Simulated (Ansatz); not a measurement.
## Ti3O5, response to strain

The reference is Ti₃O₅ (space group Cmcm, No. 63).

```yaml
crystal:
  lattice:
    - [1.87499, -4.89628, 0.00000]
    - [1.87499, 4.89628, 0.00000]
    - [0.00000, 0.00000, 9.82188]
  atoms:
    - { symbol: Ti, position: [0.69928, 0.30072, 0.75000] }
    - { symbol: Ti, position: [0.30072, 0.69928, 0.25000] }
    - { symbol: Ti, position: [0.36999, 0.63001, 0.55620] }
    - { symbol: Ti, position: [0.63001, 0.36999, 0.44380] }
    - { symbol: Ti, position: [0.63001, 0.36999, 0.05620] }
    - { symbol: Ti, position: [0.36999, 0.63001, 0.94380] }
    - { symbol: O, position: [0.73761, 0.26239, 0.25000] }
    - { symbol: O, position: [0.26239, 0.73761, 0.75000] }
    - { symbol: O, position: [0.45070, 0.54930, 0.37449] }
    - { symbol: O, position: [0.54930, 0.45070, 0.62551] }
    - { symbol: O, position: [0.54930, 0.45070, 0.87449] }
    - { symbol: O, position: [0.45070, 0.54930, 0.12551] }
    - { symbol: O, position: [0.81920, 0.18080, 0.93436] }
    - { symbol: O, position: [0.18080, 0.81920, 0.06564] }
    - { symbol: O, position: [0.18080, 0.81920, 0.43436] }
    - { symbol: O, position: [0.81920, 0.18080, 0.56564] }
```

Cartesian axes are those of the cell as printed.

Strains are applied to the cell and any free atomic positions relax; under biaxial strain the out-of-plane vector relaxes too.

Method: PBEsol/PAW in Ansatz (a first-principles code), no SOC.

Notes on the quantities. pressure: mean of the normal stresses, compression positive.

```json
[
 {"variant": "base", "pressure": "0.0 GPa", "shortest interatomic distance": "1.883 Å"},
 {"variant": "biaxial strain +0.61 %, plane normal [001], relaxed out of plane", "pressure": "-1.4 GPa", "shortest interatomic distance": "1.887 Å"},
 {"variant": "biaxial strain +1.79 %, plane normal [001], relaxed out of plane", "pressure": "-3.9 GPa", "shortest interatomic distance": "1.897 Å"},
 {"variant": "isotropic strain +3.89 %", "pressure": "-17.2 GPa", "shortest interatomic distance": "1.950 Å"}
]
```

Without a gap, meshes like the base's 11×11×4 leave anisotropic stresses uncertain by several tenths of a GPa, and small strain energies with them. Whether these cells are dynamically stable was not tested. No Hubbard U is applied, and correlation can decide whether such a compound is a metal. All final runs are without spin polarisation.
